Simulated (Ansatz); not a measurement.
# Response to strain in HgS

The parent structure is HgS in the zinc blende structure (space group F-43m, No. 216; a = 5.876 Å).

Strains are applied to the cell and any free atomic positions relax.

Method: DFT with PBEsol, PAW potentials and a 420 eV plane-wave cutoff in Ansatz (a program for electronic structure), without spin-orbit coupling.

Notes on the quantities. energy relative to the base: free energy F.

```tsv
case	energy relative to the base	pressure	shortest interatomic distance
base	0 meV/atom	0.0 GPa	2.544 Å
isotropic strain −3.00 %	+44 meV/atom	6.9 GPa	2.468 Å
isotropic strain −2.00 %	?	?	2.493 Å
isotropic strain −1.50 %	+10 meV/atom	3.1 GPa	2.506 Å
isotropic strain −1.00 %	+4.5 meV/atom	2.0 GPa	2.519 Å
isotropic strain −0.50 %	+1.1 meV/atom	0.9 GPa	2.532 Å
isotropic strain +0.50 %	+1.1 meV/atom	-0.9 GPa	2.557 Å
isotropic strain +1.00 %	+4.1 meV/atom	-1.7 GPa	2.570 Å
isotropic strain +2.00 %	+16 meV/atom	-3.1 GPa	2.595 Å
isotropic strain +3.00 %	+34 meV/atom	-4.3 GPa	2.621 Å
```

### Question
Some entries are withheld; estimate them.

### Answer

- isotropic strain −2.00 %, energy relative to the base: +19 meV/atom
- isotropic strain −2.00 %, pressure: 4.2 GPa

The mesh was chosen for an insulator and is coarse for the gapless case. Stability against distortions was not tested. All final runs are without spin polarisation.
